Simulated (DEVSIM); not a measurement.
System: abrupt Si n-p junction, at 250 K.

```
layer (left to right)  material  thickness (μm)  Nd (cm⁻³)  Na (cm⁻³)  τn (s)  τp (s)
---------------------  --------  --------------  ---------  ---------  ------  ------
1                            Si            7.20     1.8e16          -  6.2e-7  6.2e-7
2                            Si            20.0          -     1.4e14  6.2e-7  6.2e-7
```

Left contact: ohmic. Right contact: ohmic. Voltage is applied to the left contact. Recombination: SRH at mid-gap, Auger. Mobility is μmin + (μ − μmin)/(1 + (N/Nref)^α).

The device is made up for the run: typed textbook-type constants, with dimensions and the other settings drawn at random. Values at 300 K; Nc and Nv go as T^1.5, mobilities as T to minus their exponent, the gap by Varshni's rule with the affinity fixed.

```csv
parameter,Si
gap (eV),1.124
affinity (eV),4.05
permittivity,11.7
Nc (cm⁻³),2.86e19
Nv (cm⁻³),3.1e19
μn (cm²/Vs),1417
μp (cm²/Vs),470
"μn,min",52
"μp,min",45
"Nref,n",9.7e16
"Nref,p",2.2e17
αn,0.68
αp,0.72
T exponent of μn,2.3
T exponent of μp,2.2
Cn (cm⁶/s),2.8e-31
Cp (cm⁶/s),9.9e-32
Varshni α (eV/K),0.000473
Varshni β (K),636
```

DEVSIM, 1D drift-diffusion, Boltzmann statistics, complete ionisation; no tunnelling, impact ionisation, image-force lowering or self-heating.

Base results: potential step across the device at zero bias (V) 0.724; dark forward voltage at 1 A/cm² (V) 0.647; largest field in the device at zero bias (V/cm) 8000.

What follows from this one change: doping Nd of layer 1 1.8e+16 → 5.4e+16 cm^-3?

potential step across the device at zero bias 0.724 → 0.748 V; dark forward voltage at 1 A/cm² little changed (0.646 V); largest field in the device at zero bias 8000 → 12000 V/cm.

What follows from this one change: doping Na of layer 2 1.4e+14 → 1.4e+13 cm^-3?

potential step across the device at zero bias 0.724 → 0.674 V; dark forward voltage at 1 A/cm² 0.647 → 0.628 V; largest field in the device at zero bias 8000 → 6800 V/cm.
